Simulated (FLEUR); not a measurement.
FLEUR run on Sc2Co (I4/mcm, 6 atoms in the cell): self-consistent single point.

Method: PBEsol, all-electron FLAPW (FLEUR), scalar-relativistic valence in FLEUR.

The change in words: lattice scaled by 0.98. Reference geometry:
```yaml
crystal:
  lattice:
    - [-3.15008, 3.15008, 2.82160]
    - [3.15008, -3.15008, 2.82160]
    - [3.15008, 3.15008, -2.82160]
  atoms:
    - { symbol: Sc, position: [0.32159, 0.82159, 0.14318] }
    - { symbol: Sc, position: [0.67841, 0.17841, 0.85682] }
    - { symbol: Sc, position: [0.82159, 0.67841, 0.50000] }
    - { symbol: Sc, position: [0.17841, 0.32159, 0.50000] }
    - { symbol: Co, position: [0.75000, 0.75000, 0.00000] }
    - { symbol: Co, position: [0.25000, 0.25000, 0.00000] }
```

Reference input (self-consistent single point, DFT, PBEsol, all-electron FLAPW (FLEUR), scalar-relativistic valence): Kmax = 4.2 1/bohr; GmaxXC = 16.8 1/bohr; xcFunctional = PBEs; jspins = 1; l_soc = F; mode = hist; fermiSmearingEnergy = 0.00183747 Htr; mesh (inpgen div1-3) = 5 5 5; inpgen gamma flag = false; Gmax = 16.8 1/bohr; numbands = 0; maxIterBroyd = 15. This run's input differs from it in these lines:

```diff
@@ -3,6 +3,6 @@
 &input film=f /
--0.5973664550 0.5973664550 0.5350762907
-0.5973664550 -0.5973664550 0.5350762907
-0.5973664550 0.5973664550 -0.5350762907
-9.9650404905
+-0.5973664247 0.5973664247 0.5350763584
+0.5973664247 -0.5973664247 0.5350763584
+0.5973664247 0.5973664247 -0.5350763584
+9.7657386577
 1.0 1.0 1.0
@@ -48,5 +48,5 @@
          <bravaisMatrix>
-            <row-1>   -5.9527809117414456     5.9527809117414456     5.3320569023320479</row-1>
-            <row-2>    5.9527809117414456    -5.9527809117414456     5.3320569023320479</row-2>
-            <row-3>    5.9527809117414456     5.9527809117414456    -5.3320569023320479</row-3>
+            <row-1>   -5.8337243865048265     5.8337243865048265     5.2254158780482198</row-1>
+            <row-2>    5.8337243865048265    -5.8337243865048265     5.2254158780482198</row-2>
+            <row-3>    5.8337243865048265     5.8337243865048265    -5.2254158780482198</row-3>
          </bravaisMatrix>
```

Output (repeated stretches shortened):

```
 Iteration:     1   Distance:      28.92381344 me/bohr^3
 Iteration:     2   Distance:      11.99504873 me/bohr^3
 Iteration:     3   Distance:      10.55635192 me/bohr^3
 Iteration:     4   Distance:      17.46773085 me/bohr^3
 Iteration:     5   Distance:       3.63761533 me/bohr^3
   [... 14 lines left out ...]
 Iteration:    20   Distance:       0.00018828 me/bohr^3
 Iteration:    21   Distance:       0.00010221 me/bohr^3
 Iteration:    22   Distance:       0.00001366 me/bohr^3
 Iteration:    23   Distance:       0.00000280 me/bohr^3
 Reset of history
 Run finished successfully
 Stop message:
   Structural relaxation: new displacements generated

[file out, last iteration]
             iter=     24
[...]
          total density-effective poten   -9.2848851369E+03
          total charge density-energy d   -2.6969641041E+02
 Updated energy parameters for spin:           1
[...]
 fermi energy and band-weighting factors:
   [... 5 lines left out ...]

[...]
FERMIE:
          first approx. to ef    (T=0)  :   0.318902 htr   (energy of the highest occ. eigenvalue)
          number of occ. states  (T=0)  :        664
          first approx. to seigv (T=0)  : -42.668534 htr
          sum of weights of occ. states :  37.040000
          sum of semicore charge        :   0.000000 e
FERHIS:  Fermi-Energy by histogram:
          bandgap                     :   0.000142 htr
   [... lines left out ...]
          charge neutrality (T=0)     :   0.080000    (zero if the highest occ. eigenvalue is "entirely" occupied)
     EF_NEWTON:  Adjust Fermi-Energy by Newton-Method.
 Direct bandgap for spin            1 :    6.3900544785937541E-003  Htr
 ---->    free energy=                     -5837.9038801607 htr
   [... lines left out ...]
      extrapolation for T->0
 ---->    total electron energy=           -5837.9027621414 htr
 ***** TOTAL FORCES ON ATOMS *****
 TOTAL FORCE FOR ATOM TYPE=  1  X= -2.082   Y=  3.752   Z=  0.000
                       FX_TOT= 0.001040 FY_TOT= 0.001040 FZ_TOT= 0.000000
 TOTAL FORCE FOR ATOM TYPE=  2  X=  0.000   Y=  0.000   Z= -2.613
                       FX_TOT= 0.000000 FY_TOT= 0.000000 FZ_TOT= 0.000000
```

The run converged in 23 iterations. FLEUR gives forces in its relaxation mode, with a further iteration, so its stop message speaks of a relaxation. Against the reference run the free energy goes down by 5.2 meV/atom and the largest force goes from 0.041 to 0.076 eV/Å.

The starting cell comes from a database of computed structures (which also holds hypothetical and non-ambient phases and stackings), without a prior relaxation at this level. Its lattice was rescaled by a random factor within 2.5 % of one. For this run, on top of that: lattice scaled by 0.98. Spin polarisation is off. Values depend on the basis (sphere radii, cutoffs, local orbitals), which need not be converged. The log's line on a gap gives a spacing of levels on this mesh, which the program prints for metals too.

Cost on one core of a shared machine: roughly 4 min.
